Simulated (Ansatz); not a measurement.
Consider CuCl in the zinc blende structure (space group F-43m, No. 216).

```xyz
2
Lattice="0.0000 2.7120 2.7120 2.7120 0.0000 2.7120 2.7120 2.7120 0.0000" Properties=species:S:1:pos:R:3 pbc="T T T"
Cl     4.0680     4.0680     4.0680
Cu     0.0000     0.0000     0.0000
```

Computed with Ansatz (a first-principles code) PBE, without spin-orbit coupling.

One change was made to it. Results:

The lattice parameter a shrinks by 14.8 pm to 527.6 pm; the hole mass (degenerate bands, along [100]) goes from 0.39, 1.6, 1.6 mₑ (at Γ) to 0.42, 1.3, 1.3 mₑ (at Γ); the electron mass changes from 0.22 mₑ (at Γ) to 0.23 mₑ (at Γ).

Which of these changes matches the shifts?
A) pressure 0.7 GPa
B) pressure −1 GPa
C) pressure −2 GPa
D) pressure 5 GPa

D, pressure 5 GPa. For comparison, the electron mass in the other runs: pressure 0.7 GPa gives 0.22 mₑ (at Γ); pressure −2 GPa gives 0.21 mₑ (at Γ); pressure −1 GPa gives 0.22 mₑ (at Γ).

The levels and masses belong to the bands next to the band gap. Load acts through the strain it causes; cell and atoms are relaxed under it. Masses are band curvatures over ±0.01 Å⁻¹ around the edge. Whether these cells are dynamically stable was not tested. Tetrahedral semiconductors of this kind turn to denser phases somewhere between about 1 and 50 GPa; those were not computed, so compressed cells here can lie past the real transition. No Hubbard U is applied. The final runs are not spin-polarised.
